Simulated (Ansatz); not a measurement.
The parent structure is BP in the zinc blende structure (space group F-43m, No. 216; a = 4.537 Å).

Modification: an isotropic linear strain of −4.73 %; the atoms relax in the strained cell.

Levels (all Ansatz, a program for electronic structure, PAW): r2SCAN (500 eV, no SOC); HSE06 (420 eV, no spin-orbit coupling).

The geometry is relaxed with r2SCAN.

| Property | Value |
|---|---|
| r2SCAN lowest conduction level above the VBM at special points | X 1.19 eV; K 2.23 eV; U 2.23 eV; Γ 3.88 eV |

With HSE06 at the same geometry, the lowest conduction level above the VBM at special points goes from X 1.19 eV; K 2.23 eV; U 2.23 eV; Γ 3.88 eV to X 1.75 eV; K 2.78 eV; U 2.78 eV; Γ 4.62 eV.

Single points use the geometry relaxed with r2SCAN. HSE06 was sampled on its mesh, a few special points and the semilocal edge points, so its gap is an upper bound. The levels and masses belong to the bands next to the band gap. Whether these cells are dynamically stable was not tested.
